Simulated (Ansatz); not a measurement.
Consider the following.

```xyz
3
Lattice="0.0000 2.6787 2.6787 2.6787 0.0000 2.6787 2.6787 2.6787 0.0000" Properties=species:S:1:pos:R:3 pbc="T T T"
Ce     0.0000     0.0000     0.0000
O      1.3393     1.3393     1.3393
O      4.0180     4.0180     4.0180
```

No spin polarisation.

Level of theory: plane-wave PAW DFT at the PBE level (Ansatz, a first-principles code, 420 eV), without spin-orbit coupling, earlier PAW set. k-mesh 10×10×10 (Γ-centred); smearing 0.05 eV (Fermi–Dirac).

Problem. Predict the pressure, gap character, width of the top valence band and band gap.

Solution. 
```json
{
  "pressure": "11.77 GPa",
  "gap_character": "indirect, K–Γ (31 % along) → L",
  "width_of_the_top_valence_band": "0.86 eV",
  "band_gap": "2.04 eV"
}
```

The cells carry an imposed strain or load. Stability against distortions was not tested. The final runs are not spin-polarised. The cell was made from CeO2 in the fluorite structure (space group Fm-3m, No. 225) by this change: isotropic strain −1.96 %.
